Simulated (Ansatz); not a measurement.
Ansatz (a first-principles code) run on Ca2W (Fd-3m, 6 atoms in the cell): self-consistent single point.

Method: PBE (plane waves, PAW; Ansatz).

```
Ca2W
1.0
    0.00000     4.87498     4.87498
    4.87498     0.00000     4.87498
    4.87498     4.87498     0.00000
Ca W
4 2
Direct
  0.12500   0.12500   0.12500
  0.62500   0.12500   0.12500
  0.12500   0.62500   0.12500
  0.12500   0.12500   0.62500
  0.75000   0.75000   0.75000
  0.50000   0.50000   0.50000
```

Reference input (self-consistent single point, DFT, PBE, plane waves, default PAW files): basis.ecutwfc = 420 eV; kpoints.mp_grid.grid = 6 6 6; hamiltonian.xc = pbe; hamiltonian.pseudopotentials = {kind: paw} (the program's default PAW files); scf.occupations.method = cold; scf.occupations.width = 0.272 eV. This run's input differs from it in these lines:

Ansatz 0.2 input:
```diff
@@ -16,3 +16,3 @@
 kpoints:
-  mp_grid: { grid: [6, 6, 6] }
+  mp_grid: { grid: [4, 4, 4] }
 hamiltonian:
@@ -21,3 +21,3 @@
 scf:
-  occupations: { method: cold, width: 0.272 }
+  occupations: { method: cold, width: 0.1 }
 output:
```

Log, with long lists cut:

```
SCF iter   1: F=—  HF=-28023.448240 eV  |F-HF|=—  |Δ(HF+E_count)|=         —  Δρ=6.50e-3  dr2=2.21e-1  ethr=1.77e-3  ⟨swp⟩=9.1  Hψ=1641  notcnv=0
all-band conjugate gradients solve this SCF's bands
preconditioner: auto → Kerker (q_TF=auto, 2.224 Å⁻¹)
SCF iter   2: F=—  HF=-28023.445323 eV  |F-HF|=—  |Δ(HF+E_count)|=   2.92e-3  S|Δr|=    0.00e0  Δρ=2.94e-3  dr2=1.66e-2  ethr=3.25e-4  ⟨swp⟩=1.0  Hψ=392  notcnv=0
   [... lines left out ...]
SCF iter   5: F=—  HF=-28023.445589 eV  |F-HF|=—  |Δ(HF+E_count)|=   3.26e-5  S|Δr|=    0.00e0  Δρ=5.47e-5  dr2=9.99e-6  ethr=2.79e-7  ⟨swp⟩=2.0  Hψ=421  notcnv=0
SCF iter   6: F=—  HF=-28023.445408 eV  |F-HF|=—  |Δ(HF+E_count)|=   1.81e-4  S|Δr|=    0.00e0  Δρ=1.37e-5  dr2=8.72e-7  ethr=1.47e-8  ⟨swp⟩=2.0  Hψ=399  notcnv=0
SCF iter   7: F=-28023.445408 eV  HF=-28023.445408 eV  |F-HF|=1.74e-9  |Δ(HF+E_count)|=   3.73e-8  S|Δr|=    0.00e0  Δρ=2.12e-6  dr2=9.49e-9  ethr=1.47e-10  ⟨swp⟩=8.4  Hψ=1369  notcnv=0
SCF 1 converged in 7 iterations: F = -28023.445408 eV  dr2 = 9.49e-9
Stability not checked (fill_not_monotonic)
Free energy (F): -28023.445408 eV
Internal energy: -28023.408599 eV  (E = F + TS)
E sigma→0 (E₀):  -28023.433138 eV
Entropy (-TS):   -0.036808 eV (-6.135 meV/atom)
Fermi energy:    5.816678 eV
--- Forces (eV/Å), atoms counted from 1 ---
  atom   1  Ca     0.00000000    -0.00000000    -0.00000000
   [... zero for the other atoms too ...]
--- Stress (GPa, compression-positive) ---
       -7.342918      -0.000000       0.000000
        0.000000      -7.342918      -0.000000
        0.000000      -0.000000      -7.342918
  P = ⅓ Tr σ = -7.3429 GPa (-73.429 kbar)
  The stress holds the Pulay correction. Without it, at fixed plane waves, as pw.x and ABINIT print it: P = -7.3527 GPa
```

The run converged in 7 iterations. Against the reference run the free energy rises by 5.5 meV/atom and the pressure hardly changes (-7.37 to -7.34 GPa).

The starting cell was generated: these elements placed on a structure prototype, without a prior relaxation; it need not be a known phase or ordering of this composition. Spin polarisation is off. With a pressure of about -7 GPa the cell is away from its equilibrium volume at this level. Ansatz's pressure includes its estimate of the finite-basis (Pulay) stress.
